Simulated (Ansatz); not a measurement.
Pressure series in SiC

Consider SiC (space group P6_3mc, No. 186; a = 3.095 Å, c = 15.186 Å).

Cell and atoms are relaxed at each pressure.

Levels (all Ansatz, an electronic-structure program, PAW, earlier PAW set): PBE (420 eV, scalar-relativistic without spin-orbit coupling); PBEsol (420 eV, without spin-orbit coupling).

The base cell above is that of PBE; each level relaxes its own structures.

```tsv
case	lattice parameter a, PBE	lattice parameter a, PBEsol
pressure −2 GPa	3.105 Å	3.088 Å
pressure −1 GPa	3.100 Å	3.084 Å
pressure 0.3 GPa	3.094 Å	3.078 Å
pressure 0.7 GPa	3.092 Å	3.076 Å
pressure 1.5 GPa	3.088 Å	3.072 Å
pressure 3 GPa	3.081 Å	3.066 Å
pressure 5 GPa	3.072 Å	3.057 Å
pressure 7.5 GPa	3.061 Å	3.047 Å
pressure 10 GPa	3.051 Å	3.037 Å
```

PBE lies above PBEsol in every row, by 0.014 Å to 0.016 Å. They put the cases in the same order.

Load acts through the strain it causes; cell and atoms are relaxed under it. Whether these cells are dynamically stable was not tested. Competing high-pressure phases were not computed.
